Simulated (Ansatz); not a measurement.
A periodic model of amorphous Ta$_{16}$O$_{37}$N$_{2}$:

```yaml
crystal:
  lattice:
    - [9.19223, 0.00000, 0.00000]
    - [0.00000, 9.19223, 0.00000]
    - [0.00000, 0.00000, 9.19223]
  atoms:
    - { symbol: Ta, position: [0.12653, 0.60944, 0.31343] }
    - { symbol: Ta, position: [0.04625, 0.82360, 0.83614] }
    - { symbol: Ta, position: [0.48069, 0.46933, 0.93622] }
    - { symbol: Ta, position: [0.84678, 0.53963, 0.05241] }
    - { symbol: Ta, position: [0.47996, 0.40104, 0.28231] }
    - { symbol: Ta, position: [0.80236, 0.51152, 0.43801] }
    - { symbol: Ta, position: [0.58082, 0.08771, 0.81211] }
    - { symbol: Ta, position: [0.92556, 0.28544, 0.74361] }
    - { symbol: Ta, position: [0.13398, 0.25438, 0.42942] }
    - { symbol: Ta, position: [0.15250, 0.00300, 0.19601] }
    - { symbol: Ta, position: [0.23741, 0.51311, 0.68570] }
    - { symbol: Ta, position: [0.48463, 0.01494, 0.43199] }
    - { symbol: Ta, position: [0.56758, 0.72111, 0.67658] }
    - { symbol: Ta, position: [0.54539, 0.79021, 0.08852] }
    - { symbol: Ta, position: [0.13872, 0.30482, 0.01647] }
    - { symbol: Ta, position: [0.87278, 0.86798, 0.46943] }
    - { symbol: O, position: [0.00666, 0.18225, 0.57073] }
    - { symbol: O, position: [0.92619, 0.35636, 0.96088] }
    - { symbol: O, position: [0.92719, 0.68380, 0.90665] }
    - { symbol: O, position: [0.51690, 0.21093, 0.36267] }
    - { symbol: O, position: [0.73505, 0.73499, 0.11522] }
    - { symbol: O, position: [0.96772, 0.89063, 0.65283] }
    - { symbol: O, position: [0.47520, 0.07667, 0.63214] }
    - { symbol: O, position: [0.52655, 0.33418, 0.09809] }
    - { symbol: O, position: [0.00773, 0.42376, 0.40815] }
    - { symbol: O, position: [0.49769, 0.70244, 0.89694] }
    - { symbol: O, position: [0.45492, 0.53111, 0.70875] }
    - { symbol: O, position: [0.79596, 0.38010, 0.59762] }
    - { symbol: O, position: [0.69246, 0.96457, 0.43818] }
    - { symbol: O, position: [0.65732, 0.88517, 0.74975] }
    - { symbol: O, position: [0.77591, 0.45613, 0.23008] }
    - { symbol: O, position: [0.77905, 0.14659, 0.79629] }
    - { symbol: O, position: [0.05889, 0.20601, 0.22277] }
    - { symbol: O, position: [0.20633, 0.71968, 0.78243] }
    - { symbol: O, position: [0.47079, 0.89280, 0.25598] }
    - { symbol: O, position: [0.05992, 0.51601, 0.12706] }
    - { symbol: O, position: [0.74832, 0.68477, 0.56696] }
    - { symbol: O, position: [0.26216, 0.33501, 0.57258] }
    - { symbol: O, position: [0.69939, 0.50087, 0.91757] }
    - { symbol: O, position: [0.53748, 0.97877, 0.98434] }
    - { symbol: O, position: [0.21766, 0.61651, 0.50298] }
    - { symbol: O, position: [0.46290, 0.59208, 0.13911] }
    - { symbol: O, position: [0.03878, 0.46770, 0.71673] }
    - { symbol: O, position: [0.19104, 0.79087, 0.23911] }
    - { symbol: O, position: [0.98335, 0.96812, 0.33307] }
    - { symbol: O, position: [0.51616, 0.27692, 0.84266] }
    - { symbol: O, position: [0.27154, 0.41078, 0.29395] }
    - { symbol: O, position: [0.58615, 0.51270, 0.41997] }
    - { symbol: O, position: [0.26166, 0.07079, 0.38299] }
    - { symbol: O, position: [0.09575, 0.19500, 0.84521] }
    - { symbol: O, position: [0.45213, 0.81374, 0.54563] }
    - { symbol: O, position: [0.26237, 0.13702, 0.07622] }
    - { symbol: O, position: [0.07397, 0.93352, 0.00829] }
    - { symbol: N, position: [0.93390, 0.68369, 0.37193] }
    - { symbol: N, position: [0.26921, 0.43684, 0.91546] }
```

Methods: PBE, scalar-relativistic without spin-orbit coupling (Ansatz, a first-principles code); r2SCAN, scalar-relativistic without spin-orbit coupling (Ansatz); HSE06, scalar-relativistic without spin-orbit coupling (Ansatz). Neutral PBE cell, which sets geometry, pressure and energy: sampling: a 2×2×2 Γ-centred mesh; Fermi-Dirac width 0.02 eV; no spin polarisation. Exact exchange is cut at the faces of this 9 Å cell, which leaves hybrid gaps a finite-size error.

The cell was made by melting and quenching with the CHGNet potential and then relaxed with DFT. O and N atoms were pushed apart under 1.9 Å during the dynamics, to hinder bonds among them. The hot cell started wider than the set density and was brought back towards it in steps. It is the lowest in DFT energy of 2 quenches. It is a model cell: composition and starting density were chosen by hand, and all elements were melted together. No dispersion term was used. Its density started from a set value of 7.51 and ended at 7.52 g/cm³. The quench (nominally 300 K/ps over its main leg) was far faster than any real one, so the model tends to hold more defects than a real film. A cell of this size samples the disorder only roughly. The volume was held where the preparation left it.

Q: Give the pressure and the spacing of the highest filled and lowest empty levels.

A: 
| Item | Result |
|---|---|
| Pressure on a 2×2×2 Γ-centred mesh | -0.42 GPa |
| Largest force and stress component on that mesh (the relaxation ran on the zone centre alone) | 0.12 eV/Å and 2.1 GPa |
| Level gap on a 2×2×2 Γ-centred mesh (PBE) | 2.54 eV |
| Level gap at the zone centre (PBE) | 2.62 eV |
| Level gap at the zone centre (r2SCAN) | 2.94 eV |
| Level gap at the zone centre (HSE06) | 3.85 eV |
| Distance between the nearest levels spread over more than a fifth of the atoms or a third of the atoms of their main element (six at least) (PBE, zone centre) | 3.06 eV |

Q: At PBE and the zone centre, how localised are the states just below and above the Fermi level (participation number: the atoms over which a state spreads)?

A: The highest filled state is spread over 5.4 atoms' worth, largest on N55, with weights by element (charge in smoothed Voronoi cells) O 0.51, N 0.40, Ta 0.09. The lowest empty state is spread over 10.2 atoms' worth, largest on Ta10, with weights by element (charge in smoothed Voronoi cells) Ta 0.67, O 0.32, N 0.01.

At PBE the levels at the filled edge of the gap are localised (band-tail or defect states), and the nearest spread-out levels lie 3.1 eV apart at the zone centre.

Bonds are counted up to Ta-Ta 3.12 Å, Ta-O 2.46 Å, Ta-N 2.65 Å, O-O 1.58 Å, O-N 1.64 Å, N-N 1.70 Å. Two cations that share two anions don't count as bonded, nor two that share one unless they lie closer than Ta-Ta 3.04 Å.

Added carriers, by PBE, scalar-relativistic without spin-orbit coupling (Ansatz) on the zone centre alone. Charged cells keep the cell fixed and stand in a uniform background, with no image correction, at a width of 0.01 eV; where the count is odd the moment is locked at 1 μB, unless the neutral cell bore moments. Each starts from the undistorted neutral geometry alone. PBE's self-interaction favours spread-out carriers, so it can miss traps that a hybrid finds.

Q: What happens at PBE when the cell takes an extra electron and the atoms relax?

A: Relaxation lowers the charged cell by 0.11 eV. The largest moves are O49 0.08 Å, O45 0.06 Å, Ta9 0.06 Å, O33 0.06 Å. The level that holds the added charge spreads over 9.0 atoms' worth, most on Ta10 (weight 0.28): a partly localised carrier. No bond crosses its cut-off with a change of over 0.15 Å (metal-metal contacts aside). Made neutral again at that geometry, the cell lies +0.17 eV from the neutral start.

Q: What happens at PBE when the cell takes a hole and the atoms relax?

A: Relaxation lowers the charged cell by 0.36 eV. The largest moves are O46 0.16 Å, O32 0.11 Å, Ta15 0.10 Å, Ta3 0.10 Å. The level that was emptied spreads over 3.4 atoms' worth, most on N55 (weight 0.52): a localised (trapped) carrier, which neighbours of that atom can share. No bond crosses its cut-off with a change of over 0.15 Å (metal-metal contacts aside). Made neutral again at that geometry, the cell lies +0.56 eV from the neutral start.
